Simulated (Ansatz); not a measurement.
What Ta → Nb does to Ta

Base system: Ta in the bcc (W type) structure (space group Im-3m, No. 229; a = 3.282 Å).

Perturbation: Nb takes the place of Ta on all its sites; the structure is relaxed again.

Method: PBEsol/PAW in Ansatz (an electronic-structure program), no spin-orbit coupling. Settings: 20×20×20 k-points, 0.05 eV Fermi–Dirac smearing.

```csv
quantity,base,changed,shift
volume per atom,17.68 Å³,17.50 Å³,-0.172 Å³
density,17.00 g/cm³,8.81 g/cm³,-8.19 g/cm³
lattice parameter a,3.282 Å,3.271 Å,-0.011 Å
space group,Im-3m (No. 229),Im-3m (No. 229),–
shortest interatomic distance,2.842 Å,2.833 Å,-0.009 Å
band gap,zero,zero,–
```

Final structure:

```yaml
crystal:
  lattice:
    - [-1.63563, 1.63563, 1.63563]
    - [1.63563, -1.63563, 1.63563]
    - [1.63563, 1.63563, -1.63563]
  atoms:
    - { symbol: Nb, position: [0.00000, 0.00000, 0.00000] }
```

Cost of the whole job for the changed cell (relaxation, final SCF and bands): around 30 core-seconds (rough).

Stability against distortions was not tested. All final runs are without spin polarisation.
